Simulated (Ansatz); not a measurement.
Take InP in the CsCl type structure (space group Pm-3m, No. 221; a = 3.449 Å; a hypothetical phase, not in the database extracts checked) as the base.

(Cell as relaxed with PBE.)

Levels (all Ansatz, a program for electronic structure, PAW): PBE (420 eV, spin-orbit coupling left out); PBEsol (420 eV, without spin-orbit coupling).

Each level relaxes its own structure.

```
base                      PBE    PBEsol
-------------------  --------  --------
volume per atom      20.51 Å³  19.45 Å³
lattice parameter a   3.449 Å   3.388 Å
band gap                 zero      zero
```

One thing is altered: cell and atoms relaxed at a pressure of 3 GPa.

```csv
quantity,PBE,PBEsol
band gap,zero,(withheld)
shortest interatomic distance,2.945 Å,(withheld)
```

**Question.** Predict the PBEsol column.

**Answer.** 
- band gap, PBEsol: zero
- shortest interatomic distance, PBEsol: 2.899 Å

PBE's shortest interatomic distance lies 0.046 Å above PBEsol's (1.6 %); the two agree on the band gap. Neither level is exact; PBEsol is the comparison here, not a measurement.

Load acts through the strain it causes; cell and atoms are relaxed under it. Stability against distortions was not tested. All final runs are without spin polarisation.
